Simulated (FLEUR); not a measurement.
Worked example: self-consistent single point of the (110) slab of Li (cut from a parent of space group no. 229; 3 atoms in the cell) in FLEUR.

Method: FLEUR with PBEsol, all-electron FLAPW (FLEUR, film geometry), scalar-relativistic valence.

```yaml
crystal:
  lattice:
    - [3.03150, 0.00000, 0.00000]
    - [-4.04200, 2.85812, 0.00000]
    - [0.00000, 0.00000, 18.95041]
  atoms:
    - { symbol: Li, position: [0.00000, 0.00000, 0.36939] }
    - { symbol: Li, position: [0.00000, 0.50000, 0.50000] }
    - { symbol: Li, position: [0.00000, 0.00000, 0.63062] }
```

Reference input (self-consistent single point, DFT, PBEsol, all-electron FLAPW (FLEUR, film geometry), scalar-relativistic valence): Kmax = 3.9 1/bohr; GmaxXC = 15.6 1/bohr; xcFunctional = PBEs; jspins = 1; l_soc = F; mode = hist; fermiSmearingEnergy = 0.00367493 Htr; mesh (inpgen div1-3) = 8 8 1; inpgen gamma flag = true; Gmax = 15.6 1/bohr; numbands = 0; maxIterBroyd = 15. This run's input differs from it in these lines:

```diff
@@ -16,3 +16,3 @@
 &exco xctyp='PBEs' /
-&kpt div1=8 div2=8 div3=1 gamma=t /
+&kpt div1=11 div2=11 div3=1 /
 &end /
```

The program printed (abridged):

```
 Iteration:     1   Distance:       2.58757358 me/bohr^3
 Iteration:     2   Distance:       2.44955583 me/bohr^3
 Iteration:     3   Distance:       0.81464478 me/bohr^3
 Iteration:     4   Distance:       0.63175298 me/bohr^3
 Iteration:     5   Distance:       0.22363848 me/bohr^3
   [... 16 lines left out ...]
 Iteration:    22   Distance:       0.00015931 me/bohr^3
 Iteration:    23   Distance:       0.00017244 me/bohr^3
 Iteration:    24   Distance:       0.00005621 me/bohr^3
 Iteration:    25   Distance:       0.00000939 me/bohr^3
 Reset of history
 Run finished successfully
 Stop message:
   Structural relaxation: new displacements generated

[file out, last iteration]
             iter=     26
[...]
          vacuum :                            -0.0024908329
 9990nmzxy=  100
 9992nmzdiff=  153
          vacuum :                            -0.0233337278
          total density-effective poten   -3.3575258893E+01
          vacuum :                            -0.0160129168
          total charge density-energy d   -5.3499590313E+00
 Updated energy parameters for spin:           1
[...]
 fermi energy and band-weighting factors:

[...]
FERMIE:
          first approx. to ef    (T=0)  :  -0.119368 htr   (energy of the highest occ. eigenvalue)
          number of occ. states  (T=0)  :         56
          first approx. to seigv (T=0)  :  -0.511604 htr
   [... lines left out ...]
FERHIS:  Fermi-Energy by histogram:
          bandgap                     :   0.001908 htr
          charge neutrality (T=0)     :   0.057851    (zero if the highest occ. eigenvalue is "entirely" occupied)
     EF_NEWTON:  Adjust Fermi-Energy by Newton-Method.
 ---->    free energy=                       -22.3605989337 htr
   [... lines left out ...]
      extrapolation for T->0
 ---->    total electron energy=             -22.3597869362 htr
 ***** TOTAL FORCES ON ATOMS *****
 TOTAL FORCE FOR ATOM TYPE=  1  X=  0.000   Y=  0.000   Z= -4.677
                       FX_TOT= 0.000000 FY_TOT= 0.000000 FZ_TOT= 0.002053
 TOTAL FORCE FOR ATOM TYPE=  2  X= -3.819   Y=  2.701   Z=  0.000
                       FX_TOT= 0.000000 FY_TOT= 0.000000 FZ_TOT= 0.000000
```

The run converged in 25 iterations. FLEUR gives forces in its relaxation mode, with a further iteration, so its stop message speaks of a relaxation. Against the reference run the free energy goes down by 5.1 meV/atom and the largest force hardly changes (0.107 to 0.106 eV/Å).

The starting cell has typed, rounded lattice constants, without a prior relaxation at this level. The slab is cut from that crystal, and its faces are unrelaxed. Its lattice was rescaled by up to half a per cent. Values depend on the basis (sphere radii, cutoffs, local orbitals), which need not be converged. The log's line on a gap gives a spacing of levels on this mesh, which the program prints for metals too.

Cost on one core of a shared machine: roughly 4 min.
